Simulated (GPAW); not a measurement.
A self-consistent single point of NaMg6Si (P1, 8 atoms in the cell) with GPAW.

Computed with PBEsol, GPAW PAW datasets PBEsol (made by gpaw-setup) (plane waves; GPAW).

The change in words: atoms moved at random. Reference geometry:
```yaml
crystal:
  lattice:
    - [5.01920, 0.00000, 0.00000]
    - [0.00000, 3.16927, 5.55771]
    - [0.00000, -3.16927, 5.55771]
  atoms:
    - { symbol: Na, position: [0.50000, 0.66692, 0.66692] }
    - { symbol: Mg, position: [0.50000, 0.66805, 0.16499] }
    - { symbol: Mg, position: [0.50000, 0.16499, 0.66805] }
    - { symbol: Mg, position: [0.00000, 0.83984, 0.32912] }
    - { symbol: Mg, position: [0.00000, 0.32912, 0.83984] }
    - { symbol: Mg, position: [0.00000, 0.33157, 0.33157] }
    - { symbol: Mg, position: [0.00000, 0.83494, 0.83494] }
    - { symbol: Si, position: [0.50000, 0.16458, 0.16458] }
```

Reference input (self-consistent single point, DFT PBEsol, plane waves, GPAW PAW datasets PBEsol (made by gpaw-setup)): mode = pw; ecut = 850 eV; xc = PBEsol; kpts = 4 3 3; mesh shift (steps) = 0 0 0; occupations.name = methfessel-paxton; occupations.width = 0.136 eV; occupations.order = 0; nbands = -12; convergence.forces = 0.001 eV/Å; symmetry.symmorphic = false; symmetry.tolerance = 0.0005. This run's input differs from it in these lines:

```diff
@@ -8,10 +8,10 @@
                     [0.000000, -3.169275, 5.557705]],
-              positions=[[2.509600, 0.000000, 7.413089],
-                         [2.509600, 1.594335, 4.629791],
-                         [2.509600, -1.594335, 4.629791],
-                         [0.000000, 1.618612, 6.496735],
-                         [0.000000, -1.618612, 6.496735],
-                         [0.000000, -0.000000, 3.685536],
-                         [0.000000, -0.000000, 9.280700],
-                         [2.509600, -0.000000, 1.829374]],
+              positions=[[2.426091, -0.038202, 7.400084],
+                         [2.553337, 1.621946, 4.627167],
+                         [2.483882, -1.591096, 4.645652],
+                         [0.014746, 1.594931, 6.483041],
+                         [0.041875, -1.551778, 6.471292],
+                         [0.007830, -0.019764, 3.704444],
+                         [-0.010184, -0.020036, 9.368290],
+                         [2.520818, 0.003996, 1.761787]],
               pbc=True)
```

Log, with long lists cut:

```
     iter     time        total  log10-change:
                         energy   eigst   dens  force
iter:   1 --:--:--   -17.598888
iter:   2 --:--:--   -17.638423   -0.40  -1.47
iter:   3 --:--:--   -17.471174   -1.50  -1.50
iter:   4 --:--:--   -17.459572   -2.40  -1.67
iter:   5 --:--:--   -17.450032c  -2.23  -1.77
iter:   6 --:--:--   -17.443801c  -3.43  -2.45
iter:   7 --:--:--   -17.437423c  -3.76  -2.54
iter:   8 --:--:--   -17.437427c  -4.68  -3.02
iter:   9 --:--:--   -17.436617c  -4.76  -3.10
iter:  10 --:--:--   -17.436640c  -5.64  -3.45
iter:  11 --:--:--   -17.436640c  -6.27  -3.70
iter:  12 --:--:--   -17.436638c  -7.04  -3.82
iter:  13 --:--:--   -17.436648c  -7.11  -3.84
iter:  14 --:--:--   -17.436645c  -7.75c -3.92
iter:  15 --:--:--   -17.436629c  -7.30  -3.97
iter:  16 --:--:--   -17.436616c  -7.03  -4.04c
iter:  17 --:--:--   -17.436615c  -8.00c -4.33c
iter:  18 --:--:--   -17.436617c  -8.00c -4.38c -2.77
iter:  19 --:--:--   -17.436618c  -8.62c -4.57c -3.22c
Converged after 19 iterations.

Dipole moment: (-0.941739, 0.095886, -1.247648) |e|*Ang

Energy contributions relative to reference atoms: (reference = -44905.791220)

Kinetic:         -4.091809
Potential:      +12.487603
External:        +0.000000
XC:             -25.534456
Entropy (-ST):   -0.032438
Local:           -0.281737
SIC:             +0.000000
--------------------------
Free energy:    -17.452837
Extrapolated:   -17.436618

Showing only first 2 kpts
 Kpt  Band  Eigenvalues  Occupancy
  0    33      1.71573    2.00000
  0    34      1.96830    2.00000
  0    35      2.91374    2.00000
  0    36      4.74761    0.00000

  1    33      3.10132    1.99993
  1    34      3.42489    1.46607
  1    35      3.88564    0.00003
  1    36      3.95565    0.00000

Fermi level: 3.48470

No gap
   [... lines left out ...]
  2 Mg    0.14351   -0.02217   -0.08802
  3 Mg   -0.07207    0.29461    0.21092
  4 Mg   -0.24368   -0.41069    0.21492
  5 Mg    0.00199    0.06761   -0.31584
  6 Mg   -0.00570    0.07955   -0.21049
  7 Si   -0.00479   -0.02884    0.02114

Stress tensor:
     0.011500    -0.000582     0.000189
    -0.000582     0.001340    -0.000043
     0.000189    -0.000043    -0.002439
Stress (GPa, Voigt): [ 1.8425  0.2147 -0.3907 -0.007   0.0303 -0.0932]
```

The run converged in 19 iterations. GPAW prints stress with tension positive. Against the reference run the free energy rises by 9.1 meV/atom, the pressure goes from -0.68 to -0.56 GPa and the largest force goes from 0.201 to 0.524 eV/Å.

The starting cell comes from a database of computed structures (which also holds hypothetical and non-ambient phases and stackings), without a prior relaxation at this level. For this run, on top of that: atoms moved at random.

Cost on one core of a shared machine: roughly 3 min.
